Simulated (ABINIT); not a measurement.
ABINIT run on Cd2SeS (P3m1, 4 atoms in the cell): self-consistent single point.

Method: LDA (PW92), PAW (JTH v2.0 LDA PAW) (plane waves; ABINIT 10.0.3).

```yaml
crystal:
  lattice:
    - [4.29722, 0.00000, 0.00000]
    - [-2.14861, 3.72150, 0.00000]
    - [0.00000, 0.00000, 7.00717]
  atoms:
    - { symbol: Cd, position: [0.00000, 0.00000, 0.49023] }
    - { symbol: Cd, position: [0.33333, 0.66667, 0.00964] }
    - { symbol: Se, position: [0.33333, 0.66667, 0.62575] }
    - { symbol: S, position: [0.00000, 0.00000, 0.12238] }
```

Reference input (self-consistent single point, DFT, PBEsol, plane waves, PAW (JTH v2.0 PBE PAW, files made for PBE)): pseudos = [Cd.GGA_PBE-JTH.xml, Se.GGA_PBE-JTH.xml, S.GGA_PBE-JTH.xml]; ecut = 21 Ha; pawecutdg = 42 Ha; pawxcdev = 0; ixc = -116133; occopt = 3; tsmear = 0.01 eV; ngkpt = 6 6 3; nshiftk = 1; shiftk = 0 0 0; potentials = JTH v2.0 PBE PAW; nband = 24. This run's input differs from it in these lines:

```diff
@@ -1,4 +1,4 @@
-# Cd2SeS, JTH v2.0 PBE PAW
+# Cd2SeS, JTH v2.0 LDA PAW
 pp_dirpath "./"
-pseudos "Cd.GGA_PBE-JTH.xml, Se.GGA_PBE-JTH.xml, S.GGA_PBE-JTH.xml"
+pseudos "Cd.LDA_PW-JTH.xml, Se.LDA_PW-JTH.xml, S.LDA_PW-JTH.xml"
 acell 8.1205692402 8.1205692402 13.2416303190
@@ -20,3 +20,2 @@
 pawxcdev 0
-ixc -116133
 occopt 3
```

Its files differ too (potentials: JTH v2.0 PBE PAW → JTH v2.0 LDA PAW).

Output (repeated stretches shortened):

```
--- !BeginCycle
solver: {iscf: 17, nstep: 80, nline: 4, wfoptalg: 10, }
tolerances: {toldfe: 1.00E-09, }
...

     iter   Etot(hartree)      deltaE(h)  residm     nres2
 ETOT  1  -115.35334373433    -1.154E+02 1.562E-01 4.928E+00
 ETOT  2  -115.48174131532    -1.284E-01 7.315E-03 1.027E+00
 ETOT  3  -115.47828022975     3.461E-03 1.829E-03 1.337E-01
 ETOT  4  -115.47837259848    -9.237E-05 1.033E-03 1.533E-02
 ETOT  5  -115.47858433575    -2.117E-04 3.947E-04 1.577E-03
   [... 10 lines left out ...]
 ETOT 16  -115.47869534166    -5.977E-09 1.359E-05 6.005E-09
 ETOT 17  -115.47869534399    -2.339E-09 1.916E-05 1.630E-09
 ETOT 18  -115.47869534491    -9.117E-10 7.854E-06 5.620E-10
 ETOT 19  -115.47869534529    -3.844E-10 1.280E-05 5.021E-10
 At SCF step   19, etot is converged :
  for the second time, diff in etot=  3.844E-10 < toldfe=  1.000E-09

 Cartesian components of stress tensor (hartree/bohr^3)
  sigma(1 1)=  1.62294199E-04  sigma(3 2)=  0.00000000E+00
  sigma(2 2)=  1.62294199E-04  sigma(3 1)=  0.00000000E+00
  sigma(3 3)=  1.61834971E-04  sigma(2 1)= -8.07594816E-14

 ----iterations are completed or convergence reached----

 reduced coordinates (array xred) for    4 atoms
      -0.000000000033      0.000000000033      0.490230000000
       0.333333333300      0.666666666700      0.009640000000
       0.333333333300      0.666666666700      0.625750000000
      -0.000000000033      0.000000000033      0.122380000000
 cartesian forces (eV/Angstrom) at end:
    1     -0.00000000000000    -0.00000000000000    -0.02377495131313
   [... lines left out ...]
 Fermi (or HOMO) energy (hartree) =   0.07517   Average Vxc (hartree)=  -0.33073
 Fermi (or HOMO) energy (eV) =   2.04553   Average Vxc (eV)=  -8.99963
   [... lines left out ...]
'-kT*entropy'       : -9.75633417495790E-13
total_energy        : -1.15478693614061E+02
total_energy_eV     : -3.14233505958354E+03
...

-Cartesian components of stress tensor (GPa)         [Pressure= -4.7704E+00 GPa]
- sigma(1 1)=  4.77485939E+00  sigma(3 2)=  0.00000000E+00
- sigma(2 2)=  4.77485938E+00  sigma(3 1)=  0.00000000E+00
- sigma(3 3)=  4.76134842E+00  sigma(2 1)= -2.37602558E-09

 Calculation completed.
```

The run converged in 19 iterations. Against the reference run the pressure goes from -2.88 to -4.77 GPa, the largest force hardly changes (0.038 to 0.034 eV/Å) and the gap on the mesh goes from 0.547 to 0.397 eV.

The starting cell comes from a database of computed structures (which also holds hypothetical and non-ambient phases and stackings), without a prior relaxation at this level. Its lattice was rescaled by a random factor within 2.5 % of one. With a pressure of about -5 GPa the cell is away from its equilibrium volume at this level.

Cost on one core of a shared machine: roughly 2 min.
